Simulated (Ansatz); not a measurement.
Cubic perovskite EuTiO3, treated with rVV10 in Ansatz (PAW).

Run with plane-wave cutoff 520 eV, 14×14×14 k mesh, Fermi–Dirac smearing 0.05 eV, spin-polarised with parallel moments, scalar-relativistic PAW data made under PBE.

Energies at three volumes about the minimum:

```csv
V (Å³/atom),E − E_lowest (meV/atom)
11.947,2.85
12.191,0.00
12.435,2.64
```

Problem. Fit a parabola by hand: where is the minimum, and what is the bulk modulus?

Solution. Slopes: (0.00 − 2.85)/(12.191 − 11.947) = -11.680 and (2.64 − 0.00)/(12.435 − 12.191) = 10.820 meV/Å³. Curvature E″ = 2 × (10.820 − (-11.680))/(12.435 − 11.947) = 92.213 meV/Å⁶. From the middle of the first interval, the slope vanishes at V0 = 12.0690 − (-11.680)/92.213 = 12.196 Å³/atom. B = V0 E″ = 12.196 × 92.213 meV/Å³ × 0.1602 GPa per meV/Å³ = 180 GPa. The full Birch–Murnaghan fit to all volumes gives V0 = 12.191 Å³/atom and B0 = 180 GPa.

Note: the magnetic order was assumed, not searched for or taken from measurement; the 4f shell is treated without U or exact exchange, so its levels and filling can be wrong; functionals without U or exact exchange can leave correlated insulators metallic, so the missing gap need not be real.

Ansatz is an electronic-structure program.
